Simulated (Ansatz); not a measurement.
## Short convergence ladders for TiGa3 (I4mm, 4 atoms in the cell)

```
CELL_PARAMETERS angstrom
     -1.87479     1.87479     4.35533
      1.87479    -1.87479     4.35533
      1.87479     1.87479    -4.35533
ATOMIC_POSITIONS crystal
  Ti 0.00574 0.00574 0.00000
  Ga 0.75000 0.25000 0.50000
  Ga 0.25000 0.75000 0.50000
  Ga 0.50000 0.50000 0.00000
```

Base method: LDA (PW92), default PAW files made with PBE (plane waves; Ansatz, a first-principles code).

Base settings: basis.ecutwfc = 420 eV; kpoints.mp_grid.grid = 10 10 10; hamiltonian.xc = lda; hamiltonian.pseudopotentials = {kind: paw} (the program's default PAW files); scf.occupations.method = gaussian; scf.occupations.width = 0.1 eV.

The count of work is k-points × plane waves × bands × iterations; it is no time. Core times come from one kind of shared machine, to one figure; runs under 30 s give none.

**The k-point mesh**

The second cell is the first with its lattice scaled by 0.98.

Only quantities that move along the ladder and can be compared are tabulated.

```tsv
kpoints.mp_grid.grid	free energy less the last step's (meV/atom)	energy of the compressed cell less the first (meV/atom)	pressure (GPa)	largest difference of a force vector from the last step's (eV/Å)	count of work / last
2 2 2	41.66	4.88	-2.06	0.051	0.0055
3 3 3	52.06	-8.79	-4.97	0.016	0.0062
4 4 4	-2.52	-5.65	-4.37	0.012	0.016
6 6 6	-0.89	-5.69	-4.39	0.009	0.031
8 8 8	0.59	-5.29	-4.32	0.002	0.071
10 10 10	0.22	-5.36	-4.33	0.002	0.12
11 11 11	-0.02	-5.31	-4.32	0.001	0.15
13 13 13	-0.06	-5.31	-4.32	0.000	0.24
22 22 22	0.00	-5.28	-4.31	0.000	1.0
```

Coarsest kpoints.mp_grid.grid that holds the free energy within 2 meV/atom of the last step, with all finer ones: 6 6 6, at 0.031 of the last step's count of work; the step before is off by 2.5 meV/atom.

Coarsest kpoints.mp_grid.grid that holds the energy of the compressed cell less the first within 1 meV/atom of the last step, with all finer ones: 4 4 4, at 0.016 of the last step's count of work; the step before is off by 3.5 meV/atom.

Coarsest kpoints.mp_grid.grid that holds the pressure within 0.05 GPa of the last step, with all finer ones: 8 8 8, at 0.071 of the last step's count of work; the step before is off by 0.08 GPa.

The energy difference between the two cells stays within 1 meV/atom of the last step's from 4 4 4 on, the total only from 6 6 6 on: much of the error is common to both cells and cancels.

**The k-point mesh at a smearing width of 0.3 eV**

In this ladder: scf.occupations.width = 0.3 eV.

Only quantities that move along the ladder and can be compared are tabulated.

| kpoints.mp_grid.grid | free energy less the last step's (meV/atom) | pressure (GPa) | largest difference of a force vector from the last step's (eV/Å) | count of work / last |
|---|---|---|---|---|
| 4 4 4 | -3.28 | -4.32 | 0.011 | 0.012 |
| 5 5 5 | 1.41 | -4.26 | 0.003 | 0.015 |
| 6 6 6 | 0.39 | -4.29 | 0.003 | 0.024 |
| 8 8 8 | 0.39 | -4.22 | 0.000 | 0.056 |
| 9 9 9 | 0.11 | -4.22 | 0.000 | 0.071 |
| 13 13 13 | 0.01 | -4.22 | 0.000 | 0.18 |
| 20 20 20 | 0.00 | -4.22 | 0.000 | 0.60 |
| 24 24 24 | 0.00 | -4.22 | 0.000 | 1.0 |

Coarsest kpoints.mp_grid.grid that holds the free energy within 1 meV/atom of the last step, with all finer ones: 6 6 6, at 0.024 of the last step's count of work; the step before is off by 1.4 meV/atom.

Coarsest kpoints.mp_grid.grid that holds the forces within 0.01 eV/Å of the last step, with all finer ones: 5 5 5, at 0.015 of the last step's count of work; the step before is off by 0.011 eV/Å.

Coarsest kpoints.mp_grid.grid that holds the pressure within 0.05 GPa of the last step, with all finer ones: 8 8 8, at 0.056 of the last step's count of work; the step before is off by 0.06 GPa.

**The width of cold smearing**

In this ladder: kpoints.mp_grid.grid = 16 16 16; scf.occupations.method = cold.

Narrow widths need finer meshes than wide ones, so the last steps can hold mesh noise.

Only quantities that move along the ladder and can be compared are tabulated; pressure and forces are left out, as mesh noise rules them at narrow widths.

```tsv
scf.occupations.width	free energy less the last step's (meV/atom)	core time / last (rough)
1 eV	27.51	1
0.5 eV	5.78	0.9
0.3 eV	1.63	0.9
0.2 eV	0.32	0.8
0.1 eV	-0.06	0.9
0.05 eV	0.00	1
```

Widest scf.occupations.width that holds the free energy within 1 meV/atom of the last step, with all finer ones: 0.2 eV; the step before is off by 1.6 meV/atom.

On the base run: the starting cell comes from a database of computed structures (which also holds hypothetical and non-ambient phases and stackings), without a prior relaxation at this level. Its lattice was rescaled by up to half a per cent. One atom was moved a little off its site on purpose. Spin polarisation is off. In the base run, with a pressure of about -4 GPa the cell is away from its equilibrium volume at this level. Ansatz's pressure includes its estimate of the finite-basis (Pulay) stress.

Left out of this page: 2 runs of the series outside the window shown, repeating another row's setting, or not comparable.

Keys are those of Ansatz 0.2.
